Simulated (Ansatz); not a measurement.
Consider WSe₂ (space group Fm-3m, No. 225; a = 6.168 Å; ferromagnetic; a hypothetical phase, not in the database extracts checked).

Modification: a negative pressure, −1 GPa.

Levels (all Ansatz, a program for electronic structure, PAW, earlier PAW set): PBEsol (420 eV, no spin-orbit coupling); r2SCAN (500 eV, spin-orbit coupling left out).

The geometry is relaxed with PBEsol.

| Quantity | Result |
|---|---|
| PBEsol magnetic state | ferromagnetic |
| PBEsol largest site moment | 1.14 μB |
| PBEsol pressure | -1.0 GPa |

### Question
Predict the magnetic state, largest site moment and pressure from r2SCAN.

### Answer
The magnetic state remains ferromagnetic; the largest site moment goes up by 0.21 μB, from 1.14 μB to 1.35 μB; the pressure goes up by 5.4 GPa (-1.0 GPa → 4.4 GPa).

Other magnetic orders, which the real material may have, were not ruled out. Single points use the geometry relaxed with PBEsol. Their cutoffs differ, which shifts pressures a little. Load acts through the strain it causes; cell and atoms are relaxed under it. Stability against distortions was not tested.
